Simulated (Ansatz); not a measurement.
Take Rh in the fcc (Cu type) structure (space group Fm-3m, No. 225; relaxed with 0.1 eV smearing) as the base.

```
CELL_PARAMETERS angstrom
      0.00000     1.91600     1.91600
      1.91600     0.00000     1.91600
      1.91600     1.91600     0.00000
ATOMIC_POSITIONS crystal
  Rh 0.00000 0.00000 0.00000
```

Computed with PBE (Ansatz, a first-principles code), no SOC.

Base values:

| Item | Result |
|---|---|
| Pressure | 0.0 GPa |

It is then changed as follows: an isotropic linear strain of +3.00 %; the atoms relax in the strained cell.

Q: Predict the new pressure.

A: The pressure goes from zero to -17.9 GPa.

Q: What does the calculation give for the energy relative to the base after the change?

A: The energy rises by 80 meV/atom.

Whether these cells are dynamically stable was not tested. The final runs are not spin-polarised. Rh lies near a magnetic instability that expansion can trigger; it was not tested.
